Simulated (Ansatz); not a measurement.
Consider a periodic stack without vacuum, fcc Ag (0 0 1) on tetragonal BaTiO3 (0 0 1) (film strained to the substrate, started from cuts of the bulks and a machine-learned relaxation; slabs Ba4Ti4O12 and Ag12, which can lie off the formulas): substrate slab Ba4Ti4O12, film Ag12, surface cells [[0, 1], [-1, 0]] and [[0, -1], [2, 1]], film strained by -3.9 and -3.9 %, outermost planes BaO/OTi and Ag/Ag as cut, which need not be the usual terminations and can put a slab off its formula. Its start:

```
CELL_PARAMETERS angstrom
      3.98572     0.00000    -0.00454
      0.00000     3.98572    -0.00478
     -1.36589     0.29554    32.40255
ATOMIC_POSITIONS crystal
  Ba 0.04466 0.99982 0.06188
  Ti 0.56672 0.49968 0.12446
  O  0.53110 0.48856 0.06663
  O  0.54988 0.98037 0.12669
  O  0.04749 0.48246 0.12663
  Ba 0.08269 0.99106 0.19022
  Ti 0.61089 0.49433 0.25232
  O  0.57330 0.48125 0.19302
  O  0.58795 0.96843 0.25519
  O  0.08506 0.47168 0.25520
  Ba 0.12564 0.98257 0.31793
  Ti 0.65473 0.48532 0.37956
  O  0.61456 0.47026 0.32042
  O  0.63075 0.95654 0.38302
  O  0.12732 0.45961 0.38298
  Ba 0.17155 0.97154 0.44689
  Ti 0.70272 0.47713 0.50494
  O  0.65812 0.45844 0.44745
  O  0.66927 0.93489 0.51018
  O  0.16334 0.44118 0.51018
  Ag 0.12303 0.44299 0.68284
  Ag 0.62285 0.94299 0.68285
  Ag 0.59598 0.44778 0.61630
  Ag 0.09509 0.94774 0.61632
  Ag 0.17254 0.43343 0.81879
  Ag 0.67251 0.93342 0.81880
  Ag 0.64905 0.43817 0.75088
  Ag 0.14901 0.93819 0.75086
  Ag 0.21371 0.42507 0.95405
  Ag 0.71291 0.92452 0.95394
  Ag 0.69370 0.42881 0.88682
  Ag 0.19355 0.92887 0.88682
```

The start was prepared with a machine-learned potential, and the result is one local minimum, with the in-plane cell held and forces under 0.04 eV/Å; the film can end far from its bulk form.

Calculation: PBE (plane waves to 420 eV, PAW; Ansatz, a first-principles code). Spin–orbit coupling is left out; the runs are not spin-polarised; PBE gaps are too small against experiment. Its k-point mesh 8×8×1, Fermi–Dirac width 0.05 eV.

Predict the relaxed interface.


* **interface area**: 15.9 Å²
* **period**: 31.42 Å
* **heights between the nearest atoms of the two slabs at the two interfaces**: 2.41 and 3.43 Å
* **Ag–Ti contacts across the interfaces within 1.22 times the sum of covalent radii**: 4, mean 3.27 Å
* **Ag–Ba contacts across the interfaces within 1.22 times the sum of covalent radii**: 3, mean 3.97 Å
* **Ag–O contacts across the interfaces within 1.22 times the sum of covalent radii**: 2, mean 2.41 Å
